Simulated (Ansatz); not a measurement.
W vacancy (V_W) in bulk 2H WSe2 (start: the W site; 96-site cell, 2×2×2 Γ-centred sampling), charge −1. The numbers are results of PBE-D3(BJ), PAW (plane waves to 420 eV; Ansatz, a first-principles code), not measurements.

```yaml
total_energy_of_the_defect_cell: -672028.0013 eV
total_energy_of_the_perfect_cell: -682432.1769 eV
"μ(W) in bcc W, atoms added −1": -10385.5116 eV
"Δμ(W), W-rich": 0.000 eV
valence-band maximum on the cell's zero: 13.350 eV
image_correction_with_alignment: 0.360 eV
fermi_level_above_the_maximum: 0.60 eV
```

Q: Work out the formation energy.

A: E_f = E(defect) − E(perfect) − Σ n μ + q (E_VBM + E_F) + E_corr = 10404.176 − (10385.512) + (-13.950) + (0.360) = 5.07 eV.
